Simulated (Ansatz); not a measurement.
The starting structures come from a database of crystals and need not be the phases stable at ambient conditions.

Tunnelling through a barrier is set by its complex band structure: the current falls as exp(−2κd) with the smallest κ.

Input:

```xyz
20
Lattice="5.3125 0.0000 0.0000 0.0000 7.6469 0.0000 0.0000 0.0000 5.4290" Properties=species:S:1:pos:R:3 pbc="T T T"
Ti     2.6622     3.7947     0.0059
Ti     2.6502     7.6182     5.4231
Ti     0.0060     7.6182     2.7086
Ti     5.3065     3.7947     2.7204
Cd     2.6091     1.8909     2.5004
Cd     2.7034     5.7143     2.9286
Cd     5.2653     5.7143     0.2141
Cd     0.0471     1.8909     5.2149
O      1.0854     0.3973     1.1525
O      4.2270     4.2208     4.2765
O      3.7417     4.2208     1.5620
O      1.5708     0.3973     3.8670
O      1.0552     3.4868     1.0628
O      4.2573     7.3102     4.3662
O      3.7114     7.3102     1.6517
O      1.6011     3.4868     3.7773
O      0.4857     5.7617     2.5589
O      4.8268     1.9383     2.8701
O      3.1419     1.9383     0.1556
O      2.1706     5.7617     5.2734
```

Space group of this cell: Pna2_1. The cell is taken as given; by PBEsol its mean pressure is -2.4 GPa.

Transport runs along the normal of the first two printed cell vectors.

The gap is the functional's own. No spin-orbit coupling. Mid-gap values are interpolated on the energy grid.

Problem. Predict the band gap and the smallest decay constant κ at mid-gap from Ansatz (a program for electronic structure) with PBEsol.

Solution. Gap 2.28 eV on a 6×4×6 mesh; κ = 0.247 1/Å, at (0.000, 0.250) of the in-plane reciprocal vectors. At the zone centre, at the nearest computed energy, the slowest state has κ = 0.25 1/Å.
